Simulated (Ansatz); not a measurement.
# A computed series for Cu: response to strain

Start from Cu in the fcc (Cu type) structure (space group Fm-3m, No. 225; relaxed with 0.1 eV smearing).

```cif
data_Cu
_chemical_formula_sum 'Cu1'
_space_group_name_H-M_alt 'P 1'
_space_group_IT_number 1
_cell_length_a 2.56671
_cell_length_b 2.56671
_cell_length_c 2.56671
_cell_angle_alpha 60.000
_cell_angle_beta 60.000
_cell_angle_gamma 60.000
loop_
_space_group_symop_operation_xyz
  'x, y, z'
loop_
_atom_site_label
_atom_site_type_symbol
_atom_site_fract_x
_atom_site_fract_y
_atom_site_fract_z
_atom_site_occupancy
Cu1 Cu 0.00000 0.00000 0.00000 1
```

Strains are applied to the cell and any free atomic positions relax.

Computed with plane-wave PAW DFT at the PBE level (Ansatz, a first-principles code, 420 eV), scalar-relativistic without spin-orbit coupling.

| isotropic strain (%) | pressure (GPa) |
|---|---|
| -3 | 16.2 |
| -2.5 | 13.0 |
| -2 | ? |
| -1.5 | 7.2 |
| -1 | 4.6 |
| -0.5 | 2.2 |
| 0 | 0.0 |
| 1 | -3.9 |
| 3 | -10.0 |

Problem. Fit P = P₀ − Bδ + Cδ² with δ = (1 + ε)³ − 1 to the rows shown and predict the withheld row.

Solution. Least squares on the printed values gives P₀ = 0.0 GPa, B = 147 GPa, C = 434 GPa (largest residual 0.2 GPa); this predicts 10.1 GPa, and the run gives 9.9 GPa, 0.2 lower.

No phonon test of stability was made. All final runs are without spin polarisation.
